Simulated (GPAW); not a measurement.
GPAW run on TiSb2 (I4/mcm, 6 atoms in the cell): self-consistent single point.

Computed with LDA (Perdew-Wang 92), GPAW PAW datasets LDA (gpaw-data 1.0.1) (plane waves; GPAW).

```yaml
crystal:
  lattice:
    - [-3.35146, 3.35146, 2.89799]
    - [3.35146, -3.35146, 2.89799]
    - [3.35146, 3.35146, -2.89799]
  atoms:
    - { symbol: Ti, position: [0.25000, 0.25000, 0.00000] }
    - { symbol: Ti, position: [0.75000, 0.75000, 0.00000] }
    - { symbol: Sb, position: [0.65204, 0.84796, 0.50000] }
    - { symbol: Sb, position: [0.34796, 0.15204, 0.50000] }
    - { symbol: Sb, position: [0.84796, 0.34796, 0.19592] }
    - { symbol: Sb, position: [0.15204, 0.65204, 0.80408] }
```

Reference input (self-consistent single point, DFT PBEsol, plane waves, GPAW PAW datasets PBEsol (made by gpaw-setup)): mode = pw; ecut = 800 eV; xc = PBEsol; kpts = 5 5 5; mesh shift (steps) = 0 0 0; occupations.name = fermi-dirac; occupations.width = 0.1 eV; nbands = -12; symmetry.symmorphic = false; symmetry.tolerance = 0.0005; maxiter = 100. This run's input differs from it in these lines:

```diff
@@ -17,3 +17,3 @@
 calc = GPAW(mode=PW(800),
-            xc='PBEsol',
+            xc='LDA',
             kpts=(5, 5, 5),
```

Its files differ too (potentials: GPAW PAW datasets LDA (gpaw-data 1.0.1)).

The program printed (abridged):

```
     iter     time        total  log10-change:
                         energy   eigst   dens
iter:   1 --:--:--   -38.827000
iter:   2 --:--:--   -38.808169   -0.21  -1.43
iter:   3 --:--:--   -38.534090   -1.08  -1.49
iter:   4 --:--:--   -38.328497   -1.78  -1.62
iter:   5 --:--:--   -38.293350   -1.75  -1.84
iter:   6 --:--:--   -38.278318   -3.08  -2.28
iter:   7 --:--:--   -38.253844c  -2.52  -2.37
iter:   8 --:--:--   -38.255833c  -3.56  -2.79
iter:   9 --:--:--   -38.253973c  -3.98  -2.88
iter:  10 --:--:--   -38.252986c  -3.93  -3.07
iter:  11 --:--:--   -38.252948c  -5.28  -3.57
iter:  12 --:--:--   -38.252981c  -5.20  -3.63
iter:  13 --:--:--   -38.252924c  -5.39  -3.69
iter:  14 --:--:--   -38.252950c  -5.60  -4.03c
iter:  15 --:--:--   -38.252925c  -5.93  -4.06c
iter:  16 --:--:--   -38.252923c  -7.22  -4.45c
iter:  17 --:--:--   -38.252922c  -7.93c -4.70c
Converged after 17 iterations.

Dipole moment: (0.000000, -0.000000, -0.000000) |e|*Ang

Energy contributions relative to reference atoms: (reference = -750877.643343)

Kinetic:         +2.097303
Potential:       -1.996165
External:        +0.000000
XC:             -38.926048
Entropy (-ST):   -0.065575
Local:           +0.604775
SIC:             +0.000000
--------------------------
Free energy:    -38.285710
Extrapolated:   -38.252922

Showing only first 2 kpts
 Kpt  Band  Eigenvalues  Occupancy
  0    40      7.34604    2.00000
  0    41      8.10807    1.99948
  0    42      9.37382    0.02421
  0    43      9.74706    0.00059

  1    40      7.10527    2.00000
  1    41      7.86719    1.99995
  1    42      9.64293    0.00166
  1    43      9.98865    0.00005

Fermi level: 8.93363

No gap
   [... lines left out ...]
  0 Ti   -0.00000    0.00000   -0.00000
  1 Ti   -0.00000    0.00000   -0.00000
  2 Sb   -0.06293    0.06293   -0.00000
  3 Sb    0.06293   -0.06293    0.00000
  4 Sb   -0.06293   -0.06293    0.00000
  5 Sb    0.06293    0.06293   -0.00000

Stress tensor:
     0.037123     0.000000     0.000000
     0.000000     0.037123    -0.000000
     0.000000    -0.000000     0.032302
Stress (GPa, Voigt): [ 5.9477  5.9477  5.1754 -0.      0.      0.    ]
```

The run converged in 17 iterations. GPAW prints stress with tension positive. Against the reference run the pressure goes from -3.38 to -5.69 GPa and the largest force goes from 0.073 to 0.089 eV/Å.

The starting cell comes from a database of computed structures (which also holds hypothetical and non-ambient phases and stackings), without a prior relaxation at this level. Spin polarisation is off. With a pressure of about -6 GPa the cell is away from its equilibrium volume at this level.

Cost on one core of a shared machine: roughly 4 min.
